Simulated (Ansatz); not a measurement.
The starting structures come from a database of crystals and need not be the phases stable at ambient conditions.

Inside the gap of an insulator the Bloch states are evanescent, with a wavenumber k + iκ along the transport direction.

Consider the following.

```
CELL_PARAMETERS angstrom
      6.20995     0.02236     0.00000
     -3.07117     5.39740     0.00000
      0.00000     0.00000    10.78630
ATOMIC_POSITIONS crystal
  Ga 0.23686 0.75989 0.50000
  Ga 0.76314 0.24011 0.50000
  Ga 0.75989 0.23686 0.00000
  Ga 0.24011 0.76314 0.00000
  Pb 0.50000 0.50000 0.75000
  Pb 0.50000 0.50000 0.25000
  Se 0.65777 0.81080 0.50000
  Se 0.34223 0.18920 0.50000
  Se 0.81080 0.65777 0.00000
  Se 0.18920 0.34223 0.00000
  Se 0.50000 0.00000 0.82608
  Se 0.50000 0.00000 0.17392
  Se 0.00000 0.50000 0.67392
  Se 0.00000 0.50000 0.32608
```

Space group of this cell: Cccm. The cell was relaxed by PBE-D3(BJ).

Transport runs along the normal of the first two printed cell vectors.

No gap correction and no spin-orbit coupling; mid-gap values are interpolated between computed energies.

Q: Give the band gap and the smallest decay constant κ at mid-gap that r2SCAN run with Ansatz (a program for electronic structure) yields.

A: Gap 2.19 eV on a 6×6×4 mesh; κ = 0.165 1/Å, at (0.333, 0.333) of the in-plane reciprocal vectors. At the zone centre, at the nearest computed energy, the slowest state has κ = 0.22 1/Å.
